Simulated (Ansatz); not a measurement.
Output of an Ansatz run (abridged):

```
WARN the atoms were moved onto the symmetric positions of the space group found under crystal.symmetry.tolerance 1.0e-5 (fractional …
WARN ansatz: RAYON_NUM_THREADS=1 ignored (pool sized by the plan → 1); use --threads N
Pseudopotentials: kind: paw
Pseudopotential: Pd, paw, valence charge 18
Pseudopotential: Te, paw, valence charge 16
Crystal: 4 atoms, lattice volume = 125.590 Å³
Basis set: ecut = 420 eV, 2491 PW (Γ), exchange–correlation on 60×60×100 points (8 copies of the dense FFT grid, shifted against one another)
Bands: 41, of which v1, the nominal top of the filled ones, is band 34 counted from 1 (33 counted from 0)
Symmetry: 12 space group operations
Space group: P63mc (ITA 186), of the structure as read, at distance tolerance 5.0e-5 Å
k-points: 24 of 196 (time reversal used)
Initial density: superposition of atomic densities (neutral atoms: chi_scale 0, normalization atom), corrected by the library's trained network
Initial wavefunctions: pseudopotential atomic-orbital guess
Eigensolver: davidson
Functional: x = pbe(κ = 0.804, μ = 0.2195149727645171), c = pbe(β = 0.06672455060314922)
SCF iter   1: F=—  HF=-27905.818497 eV  |F-HF|=—  |Δ(HF+E_count)|=         —  Δρ=2.53e-3  dr2=1.08e-2  ethr=1.77e-3  ⟨swp⟩=6.4  Hψ=3978  notcnv=0  defer=3
all-band conjugate gradients solve this SCF's bands
preconditioner: auto → LDOS
SCF iter   2: F=—  HF=-27905.818833 eV  |F-HF|=—  |Δ(HF+E_count)|=   3.35e-4  S|Δr|=    0.00e0  Δρ=9.06e-4  dr2=1.47e-3  ethr=1.59e-5  ⟨swp⟩=2.0  Hψ=1645  notcnv=0  defer=47
SCF iter   3: F=—  HF=-27905.818989 eV  |F-HF|=—  |Δ(HF+E_count)|=   1.56e-4  S|Δr|=    0.00e0  Δρ=7.13e-4  dr2=9.62e-4  ethr=2.17e-6  ⟨swp⟩=2.0  Hψ=1516  notcnv=0  defer=47
SCF iter   4: F=—  HF=-27905.818850 eV  |F-HF|=—  |Δ(HF+E_count)|=   1.38e-4  S|Δr|=    0.00e0  Δρ=2.59e-4  dr2=1.37e-4  ethr=1.41e-6  ⟨swp⟩=2.0  Hψ=1546  notcnv=0  defer=47
SCF iter   5: F=—  HF=-27905.818825 eV  |F-HF|=—  |Δ(HF+E_count)|=   2.52e-5  S|Δr|=    0.00e0  Δρ=1.09e-4  dr2=2.34e-5  ethr=2.01e-7  ⟨swp⟩=2.0  Hψ=1548  notcnv=0  defer=47
SCF iter   6: F=—  HF=-27905.818828 eV  |F-HF|=—  |Δ(HF+E_count)|=   2.32e-6  S|Δr|=    0.00e0  Δρ=6.02e-5  dr2=6.26e-6  ethr=3.44e-8  ⟨swp⟩=2.0  Hψ=1316  notcnv=0  defer=47
SCF iter   7: F=—  HF=-27905.818827 eV  |F-HF|=—  |Δ(HF+E_count)|=   8.30e-7  S|Δr|=    0.00e0  Δρ=1.37e-5  dr2=3.07e-7  ethr=9.20e-9  ⟨swp⟩=2.0  Hψ=1246  notcnv=0  defer=47
SCF iter   8: F=-27905.818827 eV  HF=-27905.818827 eV  |F-HF|=1.96e-8  |Δ(HF+E_count)|=   1.31e-7  S|Δr|=    0.00e0  Δρ=6.36e-6  dr2=3.72e-8  ethr=1.47e-10  ⟨swp⟩=10.2  Hψ=4359  notcnv=0
SCF 1 converged in 8 iterations: F = -27905.818827 eV  dr2 = 3.72e-8
SCF converged after 8 iterations
Stability not checked (fill_not_monotonic)
Free energy (F): -27905.818827 eV
Harris-Foulkes:  -27905.818827 eV  (|F-HF|=1.96e-8)
Internal energy: -27905.817197 eV  (E = F + TS)
E sigma→0 (E₀):  -27905.818284 eV
Entropy (-TS):   -0.001630 eV (-0.407 meV/atom)
Fermi energy:    8.021157 eV
--- Per-component energies (eV) ---
  E_band       = -1237.769215
  E_kinetic    = 1382.614715
  E_local      = -8776.564232  (includes V_loc(G=0)·N_el)
  E_nonlocal   = -184.387522
  E_hartree    = 4193.990963
  E_xc         = -580.861935
  E_vxc        = -624.582510  (∫ρ·V_xc dr)
  E_paw        = -16827.674860  (= ΣΔE_a)
  E_vpaw       = -1422.846796  (= ΣTr[D̂ρ^β])
  E_aug_tail   = 0.000036  (compensation charges beyond the density's cutoff)
  E_ewald      = -7112.934362
  E_smearing   = -0.001630  (= −TS)
  E_closure    = 0.000000  (closes the sum)
  Σ components = -27905.818827   (vs F -27905.818827, Δ=0.00e0)
--- Forces (eV/Å), atoms counted from 1 ---
  atom   1  Pd    -0.00000000     0.00000000    -0.04877305
  atom   2  Pd     0.00000000     0.00000000    -0.04877305
  atom   3  Te    -0.00000000    -0.00000000     0.04881671
  atom   4  Te     0.00000000     0.00000000     0.04881671
  max |Σ_I F_I| component: 8.73e-5 eV/Å
--- Stress (GPa, compression-positive) ---
       -5.779288      -0.000000       0.000000
       -0.000000      -5.779288      -0.000000
        0.000000       0.000000      -6.183673
  P = ⅓ Tr σ = -5.9141 GPa (-59.141 kbar)
  The stress holds the Pulay correction. Without it, at fixed plane waves, as pw.x and ABINIT print it: P = -5.9443 GPa
--- Band table (eV; the first three rows and the last of 24) ---
  k-point 0: bands = ["-76.0138", "-76.0138", "-41.7606", "-41.7601", "-41.7558", "-41.7558", "-41.7558", "-41.7558", "-28.8770", "-28.8760", "-28.8691", "-28.8691", "-28.8691", "-28.8691", "-28.8587", "-28.8587", "-28.8585", "-28.8585", "-3.4497", [...]
  k-point 1: bands = ["-76.0138", "-76.0138", "-41.7605", "-41.7602", "-41.7558", "-41.7558", "-41.7558", "-41.7558", "-28.8768", "-28.8761", "-28.8691", "-28.8691", "-28.8691", "-28.8691", "-28.8586", "-28.8586", "-28.8585", "-28.8585", "-3.3766", [...]
  k-point 2: bands = ["-76.0138", "-76.0138", "-41.7603", "-41.7603", "-41.7558", "-41.7558", "-41.7558", "-41.7558", "-28.8765", "-28.8765", "-28.8691", "-28.8691", "-28.8691", "-28.8691", "-28.8586", "-28.8586", "-28.8586", "-28.8586", "-3.1921", [...]
  k-point 23: bands = ["-76.0138", "-76.0138", "-41.7603", "-41.7603", "-41.7561", "-41.7561", "-41.7560", "-41.7560", "-28.8762", "-28.8762", "-28.8697", "-28.8697", "-28.8691", "-28.8691", "-28.8587", "-28.8587", "-28.8584", "-28.8584", "-2.7821", [...]
```

The structure:

```
CELL_PARAMETERS angstrom
      4.45716     0.00000     0.00000
     -2.22858     3.86001     0.00000
      0.00000     0.00000     7.29979
ATOMIC_POSITIONS crystal
  Pd 0.66667 0.33333 0.00000
  Pd 0.33333 0.66667 0.50000
  Te 0.66667 0.33333 0.62520
  Te 0.33333 0.66667 0.12520
```

### Question
Write an input that gives this output.

### Answer
Other spellings and defaults could give the same log, and not every line can be read from it. The input that was run (DFT, PBE, plane waves, default PAW files):

Ansatz 0.2 input:
```yaml
# TePd
crystal:
  lattice:
    - [4.45715500, 0.00000000, 0.00000000]
    - [-2.22857800, 3.86001000, 0.00000000]
    - [0.00000000, 0.00000000, 7.29979100]
  atoms:
    - { symbol: Pd, position: [0.66666700, 0.33333300, 0.00000000] }
    - { symbol: Pd, position: [0.33333300, 0.66666700, 0.50000000] }
    - { symbol: Te, position: [0.66666700, 0.33333300, 0.62520000] }
    - { symbol: Te, position: [0.33333300, 0.66666700, 0.12520000] }
basis:
  ecutwfc: 420.0 eV
kpoints:
  mp_grid: { grid: [7, 7, 4] }
hamiltonian:
  xc: pbe
  pseudopotentials: { kind: paw }
scf:
  occupations: { method: cold, width: 0.05 eV }
output:
  forces: true
  eigenvalues: true
  stress: true
```

The starting cell was generated: these elements placed on a structure prototype, without a prior relaxation; it need not be a known phase or ordering of this composition. Spin-orbit coupling is off. Spin polarisation is off. With a pressure of about -6 GPa the cell is away from its equilibrium volume at this level. Ansatz's pressure includes its estimate of the finite-basis (Pulay) stress.

Ansatz is a quantum-chemistry and plane-wave program.
